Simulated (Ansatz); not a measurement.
Consider O vacancy in monoclinic HfO2 with all lengths changed by -1 %, neutral cell. All values below come from PBE, PAW (plane waves to 420 eV; Ansatz, a first-principles code).

96-site cell at the strained lattice (strain from the relaxed PBE one, atoms relaxed), the Γ point alone, smearing 0.01 eV, spin-restricted, no finite-size correction. Static, classical nuclei. Spin-orbit coupling is left out. The charge state is imposed; whether it is stable for some Fermi level was not computed. Forms of the defect that were not tried may lie lower. The start lies 0.12 eV above the lowest site run (PBE).

Barriers: single points on a 2×2×2 k-point mesh shifted by half a step at the bands' geometries (they differ from the bands' own by up to 0.15 eV, and are uncertain by about as much).

The step: one O atom jumps into the vacancy from a nearby O site. Atoms about the jump, Cartesian Å from the middle of the jump, before and after:

```json
[
 {"atom": "O1", "x0": "1.11", "y0": "0.25", "z0": "0.46", "x1": "-1.11", "y1": "-0.25", "z1": "-0.46"},
 {"atom": "Hf2", "x0": "-0.02", "y0": "1.23", "z0": "-1.12", "x1": "0.03", "y1": "1.28", "z1": "-1.14"},
 {"atom": "Hf3", "x0": "-0.42", "y0": "-0.86", "z0": "1.45", "x1": "-0.40", "y1": "-0.85", "z1": "1.45"},
 {"atom": "Hf4", "x0": "2.23", "y0": "-1.31", "z0": "-0.72", "x1": "2.24", "y1": "-1.29", "z1": "-0.71"},
 {"atom": "O5", "x0": "0.66", "y0": "-2.42", "z0": "0.26", "x1": "0.67", "y1": "-2.40", "z1": "0.26"},
 {"atom": "O6", "x0": "1.60", "y0": "0.17", "z0": "-2.12", "x1": "1.61", "y1": "0.18", "z1": "-2.09"},
 {"atom": "O7", "x0": "-1.57", "y0": "0.66", "z0": "2.14", "x1": "-1.58", "y1": "0.66", "z1": "2.15"},
 {"atom": "O8", "x0": "0.65", "y0": "2.74", "z0": "0.26", "x1": "0.69", "y1": "2.69", "z1": "0.27"},
 {"atom": "O9", "x0": "0.74", "y0": "0.18", "z0": "3.10", "x1": "0.74", "y1": "0.16", "z1": "3.05"},
 {"atom": "O10", "x0": "-0.73", "y0": "0.60", "z0": "-3.00", "x1": "-0.69", "y1": "0.65", "z1": "-3.08"},
 {"atom": "O11", "x0": "-2.13", "y0": "-1.90", "z0": "1.16", "x1": "-2.14", "y1": "-1.94", "z1": "1.18"},
 {"atom": "Hf12", "x0": "1.78", "y0": "1.72", "z0": "1.89", "x1": "1.78", "y1": "1.71", "z1": "1.88"},
 {"atom": "O13", "x0": "1.11", "y0": "-2.34", "z0": "-2.35", "x1": "1.10", "y1": "-2.32", "z1": "-2.35"},
 {"atom": "O14", "x0": "-1.73", "y0": "2.29", "z0": "-1.37", "x1": "-1.72", "y1": "2.33", "z1": "-1.41"},
 {"atom": "O15", "x0": "-1.67", "y0": "-2.76", "z0": "-1.43", "x1": "-1.70", "y1": "-2.82", "z1": "-1.42"},
 {"atom": "Hf16", "x0": "-2.84", "y0": "-1.27", "z0": "-0.72", "x1": "-2.86", "y1": "-1.30", "z1": "-0.72"},
 {"atom": "O17", "x0": "2.96", "y0": "-1.93", "z0": "1.19", "x1": "2.96", "y1": "-1.91", "z1": "1.20"}
]
```

### Question
Predict the transition state.

### Answer

```json
[
 {"atom": "O1", "x": "0.07", "y": "-0.17", "z": "-0.08"},
 {"atom": "Hf2", "x": "0.13", "y": "1.40", "z": "-1.26"},
 {"atom": "Hf3", "x": "-0.54", "y": "-1.02", "z": "1.59"},
 {"atom": "Hf4", "x": "2.10", "y": "-1.21", "z": "-0.65"},
 {"atom": "O5", "x": "0.62", "y": "-2.52", "z": "0.37"},
 {"atom": "O6", "x": "1.68", "y": "0.19", "z": "-2.24"},
 {"atom": "O7", "x": "-1.62", "y": "0.62", "z": "2.14"},
 {"atom": "O8", "x": "0.56", "y": "2.76", "z": "0.31"},
 {"atom": "O9", "x": "0.75", "y": "0.14", "z": "2.97"},
 {"atom": "O10", "x": "-0.72", "y": "0.60", "z": "-3.02"},
 {"atom": "O11", "x": "-2.25", "y": "-1.92", "z": "1.15"},
 {"atom": "Hf12", "x": "1.78", "y": "1.72", "z": "1.84"},
 {"atom": "O13", "x": "1.04", "y": "-2.30", "z": "-2.32"},
 {"atom": "O14", "x": "-1.72", "y": "2.31", "z": "-1.37"},
 {"atom": "O15", "x": "-1.69", "y": "-2.71", "z": "-1.41"},
 {"atom": "Hf16", "x": "-3.06", "y": "-1.35", "z": "-0.74"},
 {"atom": "O17", "x": "2.87", "y": "-1.85", "z": "1.24"}
]
```
It lies 2.45 eV above the start and 2.56 eV above the end. The saddle point's order was not checked.
